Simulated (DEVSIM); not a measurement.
Structure: Ru/HfO2/p-In0.53Ga0.47As capacitor, at 300 K.

```csv
layer (left to right),material,thickness (nm),Na (cm⁻³)
1,HfO2,5.80,-
2,In0.53Ga0.47As,1100,2.7e17
```

Metal gate on the left, work function 4.7 eV. Fixed charge at the semiconductor interface -8.1e11 cm⁻² (in units of +e); no interface traps.

Constants are typed, rounded textbook-type inputs, not results; the design itself was drawn at random and stands for no fabricated device. Values at 300 K.

```csv
parameter,HfO2,In0.53Ga0.47As
gap (eV),5.7,0.74
affinity (eV),2.5,4.51
permittivity,22,13.9
Nc (cm⁻³),-,2.1e17
Nv (cm⁻³),-,7.7e18
```

Model (solved in DEVSIM): 1D Poisson equation in equilibrium, Boltzmann statistics, complete ionisation; no quantum confinement or tunnelling. Metal contacts follow the ideal Schottky-Mott rule: no Fermi-level pinning, no interface dipoles.

The substrate doping was swept, all else fixed.

| substrate doping (cm^-3) | flat-band voltage (V) | minimum of the low-frequency capacitance (μF/cm²) |
|---|---|---|
| 1.4e16 | -0.35 | 0.0605 |
| 2.7e16 | -0.37 | 0.0796 |
| 5.4e16 | -0.38 | 0.108 |
| 1.4e17 | -0.41 | 0.162 |
| 2.7e17 | -0.42 | 0.214 |
| 5.4e17 | -0.44 | 0.286 |

From the first row to the last the flat-band voltage goes from -0.35 to -0.44. From the first row to the last the minimum of the low-frequency capacitance goes from 0.0605 to 0.286.
